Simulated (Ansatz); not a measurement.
The parent structure is PbSe in the rock salt structure (space group Fm-3m, No. 225).

```yaml
crystal:
  lattice:
    - [0.00000, 3.08901, 3.08901]
    - [3.08901, 0.00000, 3.08901]
    - [3.08901, 3.08901, 0.00000]
  atoms:
    - { symbol: Se, position: [0.00000, 0.00000, 0.00000] }
    - { symbol: Pb, position: [0.50000, 0.50000, 0.50000] }
```

Cartesian axes are those of the cell as printed.

Level of theory: r2SCAN (Ansatz, a program for electronic structure), no spin-orbit coupling.

Strains are applied to the cell and any free atomic positions relax; under biaxial strain the out-of-plane vector relaxes too.

One change was made to it. Results:

```tsv
quantity	base	after
valley order (the lowest conduction-band minima on the path, energy above the VBM, named in the base's zone)	L along ⟨111⟩ 0.67 eV; a point along ⟨110⟩, about 0.6 Å⁻¹ from Γ 1.46 eV	L along [1-11] 0.71 eV; a point along [1-10], about 0.6 Å⁻¹ from Γ 1.51 eV; a point along [001], about 0.4 Å⁻¹ from Γ 2.17 eV
energy relative to the base (free energy F)	0 meV/atom	+3.8 meV/atom
pressure (mean of the normal stresses, compression positive)	-0.01 GPa	-0.88 GPa
```

**Question.** Which change produced these results?
(A) uniaxial strain ε_zz = +1.87 %
(B) biaxial strain −3.51 %, plane normal [001], relaxed out of plane
(C) biaxial strain −2.44 %, plane normal [001], relaxed out of plane
(D) isotropic strain +4.95 %
(E) uniaxial strain ε_yy = −4.33 %

**Answer.** A, uniaxial strain ε_zz = +1.87 %. For comparison, the valley order in the other runs: biaxial strain −2.44 %, plane normal [001], relaxed out of plane gives L along [1-1-1] 0.48 eV; a point along [1-10], about 0.6 Å⁻¹ from Γ 1.36 eV; uniaxial strain ε_yy = −4.33 % gives L along [1-11] 0.45 eV; a point along [101], about 0.6 Å⁻¹ from Γ 1.32 eV; biaxial strain −3.51 %, plane normal [001], relaxed out of plane gives L along [1-1-1] 0.38 eV; a point along [1-10], about 0.6 Å⁻¹ from Γ 1.31 eV; isotropic strain +4.95 % gives L along ⟨111⟩ 1.03 eV; a point along ⟨110⟩, about 0.7 Å⁻¹ from Γ 1.73 eV; a point along ⟨100⟩, about 0.4 Å⁻¹ from Γ 2.35 eV.

With Pb present, leaving out spin-orbit coupling can change the band edges. The levels and masses belong to the bands next to the band gap. Stability against distortions was not tested.
